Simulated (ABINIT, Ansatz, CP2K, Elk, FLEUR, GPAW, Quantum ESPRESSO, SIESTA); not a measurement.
# One structure in several programs: C (Fd-3m, 2 atoms in the cell)

Self-consistent single point.

```xyz
2
Lattice="0.0000 1.7943 1.7943 1.7943 0.0000 1.7943 1.7943 1.7943 0.0000" Properties=species:S:1:pos:R:3 pbc="T T T"
C      1.7943     1.7943     1.7943
C      2.6914     2.6914     2.6914
```

Shared settings, as Ansatz (a quantum-chemistry and plane-wave program) writes them: kpoints.mp_grid.grid = 13 13 13; scf.occupations.method = fixed. Potentials and cutoffs stand in the table.

```json
[
 {"code": "GPAW", "model": "LDA (Perdew-Wang 92), GPAW PAW datasets LDA (gpaw-data 1.0.1)", "pressure (GPa)": "–", "gap on the mesh (eV)": "4.067", "cutoff": "900 eV"},
 {"code": "CP2K", "model": "LDA (Pade form), GPW, DZVP-MOLOPT-SR-GTH basis, GTH-PADE potentials (GTH_POTENTIALS)", "pressure (GPa)": "-19.57", "gap on the mesh (eV)": "4.210", "cutoff": "grid 400 Ry"},
 {"code": "FLEUR", "model": "LDA (Perdew-Zunger), all-electron FLAPW (FLEUR), scalar-relativistic valence", "pressure (GPa)": "–", "gap on the mesh (eV)": "3.927", "cutoff": "Kmax 4 1/bohr"},
 {"code": "Quantum ESPRESSO", "model": "LDA (PZ), GBRV 1.5 ultrasoft (LDA) pseudopotentials", "pressure (GPa)": "-20.43", "gap on the mesh (eV)": "4.075", "cutoff": "40 Ry"},
 {"code": "Ansatz", "model": "LDA (PW92), default PAW files made with PBE", "pressure (GPa)": "-21.79", "gap on the mesh (eV)": "4.069", "cutoff": "420 eV"},
 {"code": "ABINIT", "model": "LDA (PW92), norm-conserving pseudopotentials (PseudoDojo nc-sr-04 LDA standard)", "pressure (GPa)": "-18.62", "gap on the mesh (eV)": "4.106", "cutoff": "41 Ha"},
 {"code": "SIESTA", "model": "LDA PW92, numerical atomic orbitals DZP, PseudoDojo LDA standard norm-conserving potentials (rewritten from UPF to PSML)", "pressure (GPa)": "-11.73", "gap on the mesh (eV)": "4.167", "cutoff": "grid 400 Ry"},
 {"code": "Elk", "model": "LDA (PW92), all-electron FP-LAPW, Elk's shipped species files, APW+lo basis with extra local orbitals", "pressure (GPa)": "–", "gap on the mesh (eV)": "4.073", "cutoff": "rgkmax 7.5"}
]
```

A dash marks a value that a program does not give, or that is left out as unsure.

Gaps are read on the mesh.

The spread over the programs that give each value: pressure within 10.06 GPa; gap on the mesh within 0.283 eV.

CP2K and SIESTA use small atom-centred bases, whose incompleteness enters pressures, forces and empty levels differently from a plane-wave cutoff. FLEUR and Elk treat all electrons, but the usual bases taken here (sphere radii, linearisation, local orbitals, empty states) were not tested for convergence, so the values are no reference for the others. Ansatz's pressure is given at a fixed set of plane waves, as the other plane-wave codes print theirs; with its correction for the finite basis it is -20.49 GPa (the shift of 1.30 GPa shows how far the cutoff is from converged). The pressure of GPAW is left out: its cutoff lies under the one at which its stress was checked. The same LDA comes in different parametrisations, which differ slightly. In the gap, CP2K (by 0.138) and FLEUR (by 0.145) lie more than 0.12 eV from the median of the plane-wave programs.

The starting cell comes from a database of computed structures (which also holds hypothetical and non-ambient phases and stackings), without a prior relaxation at this level. Its lattice was rescaled by a random factor within 2.5 % of one.

Keys are those of Ansatz 0.2.
